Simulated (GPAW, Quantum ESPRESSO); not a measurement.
A GPAW input for a self-consistent single point of SnBi₃ (I4/mmm, 4 atoms in the cell) (DFT PBEsol, plane waves, GPAW PAW datasets PBEsol (made by gpaw-setup)):

```python
from ase import Atoms
from ase.units import GPa
from gpaw import GPAW, PW, FermiDirac

atoms = Atoms(['Sn', 'Bi', 'Bi', 'Bi'],
              cell=[[-2.350580, 2.350580, 5.664045],
                    [2.350580, -2.350580, 5.664045],
                    [2.350580, 2.350580, -5.664045]],
              positions=[[0.000000, 0.000000, 0.000000],
                         [0.000000, 0.000000, 5.664045],
                         [2.350580, 0.000000, 2.832022],
                         [0.000000, 2.350580, 2.832022]],
              pbc=True)

calc = GPAW(mode=PW(550),
            xc='PBEsol',
            kpts={'size': (6, 6, 6), 'gamma': True},
            occupations=FermiDirac(0.1),
            nbands=-8,
            convergence={'density': 1e-05},
            symmetry={'symmorphic': False, 'tolerance': 0.0005},
            maxiter=100,
            txt='-')

atoms.calc = calc

energy = atoms.get_potential_energy()
print('Energy (eV):', round(energy, 6))
forces = atoms.get_forces()
print('Forces (eV/Ang):')
print(forces.round(5))
stress = atoms.get_stress()
print('Stress (GPa, Voigt):', (stress / GPa).round(4))
```

Problem. Give the Quantum ESPRESSO input for the same structure, mesh, smearing and functional.

Solution. One input that does it (others would too):

```fortran
&control
  calculation = 'scf',
  prefix = 'pwscf',
  outdir = './out',
  pseudo_dir = './',
  tprnfor = .true.,
  tstress = .true.,
/
&system
  ibrav = 0,
  nat = 4,
  ntyp = 2,
  ecutwfc = 75,
  occupations = 'smearing',
  smearing = 'fermi-dirac',
  degauss = 0.0073499,
/
&electrons
  conv_thr = 1.0d-9,
  mixing_beta = 0.5,
/
ATOMIC_SPECIES
Sn   118.7100  Sn.upf
Bi   208.9804  Bi.upf
CELL_PARAMETERS angstrom
  -2.3505800000     2.3505800000     5.6640450000
   2.3505800000    -2.3505800000     5.6640450000
   2.3505800000     2.3505800000    -5.6640450000
ATOMIC_POSITIONS crystal
Sn    0.0000000000    0.0000000000    0.0000000000
Bi    0.5000000000    0.5000000000    0.0000000000
Bi    0.2500000000    0.7500000000    0.5000000000
Bi    0.7500000000    0.2500000000    0.5000000000
K_POINTS automatic
6 6 6  0 0 0
```

Basis, cutoffs, solver keys and any potentials are the target program's own. This input uses DFT, PBEsol, plane waves, PseudoDojo standard norm-conserving (PBESOL) pseudopotentials. Both were run: pressure -2.64 GPa in GPAW and -2.57 in Quantum ESPRESSO.

On GPAW: the starting cell comes from a database of computed structures (which also holds hypothetical and non-ambient phases and stackings), without a prior relaxation at this level.

On Quantum ESPRESSO: the starting cell comes from a database of computed structures (which also holds hypothetical and non-ambient phases and stackings), without a prior relaxation at this level.
